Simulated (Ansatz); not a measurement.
An Ansatz (an electronic-structure program) input (PBEsol-D3(BJ), PAW, 420 eV (Ansatz; spin-orbit coupling left out)):

Ansatz 0.2 input:
```yaml
crystal:
  lattice:
    - [10.0965590834, 0, 0]
    - [0, 3.6442036398, 0]
    - [0, 0, 4.0194098329]
  atoms:
    - { symbol: Ge, position: [0.1165437114, 0.25, 0.1118164028] }
    - { symbol: Ge, position: [0.3834562886, 0.75, 0.6118164028] }
    - { symbol: Ge, position: [0.8834562886, 0.75, 0.8881835972] }
    - { symbol: Ge, position: [0.6165437114, 0.25, 0.3881835972] }
    - { symbol: S, position: [0.8542692383, 0.25, 0.4915576048] }
    - { symbol: S, position: [0.6457307617, 0.75, 0.9915576048] }
    - { symbol: S, position: [0.1457307617, 0.75, 0.5084423952] }
    - { symbol: S, position: [0.3542692383, 0.25, 0.0084423952] }
basis: { ecutwfc: 420, ecutrho_ratio: 4, xc_grid: 2, fft_grid_basis: typed }
kpoints: { mp_grid: { grid: [4, 9, 8] } }
hamiltonian:
  xc: pbesol
  dispersion: d3bj
  pseudopotentials: { kind: paw }
scf: { occupations: { method: fermi_dirac, width: 0.05 }, convergence: { dr2_threshold: 0.0000000008 } }
output: { forces: true, stress: true }
```

Problem. Which symmetry and how many k-points will the program report, and about how many plane waves at Γ?

Solution. Space group Pnma (ITA 62) with 8 operations, k-points 75 of 288, and 2873 plane waves at Γ.

No phonon test of stability was made. The cell is GeS in the GeS type structure (space group Pnma, No. 62; layered, stacked along the Cartesian x axis). The program warned that a D3 coordination switch lies within reach, so dispersion energies are less smooth here.
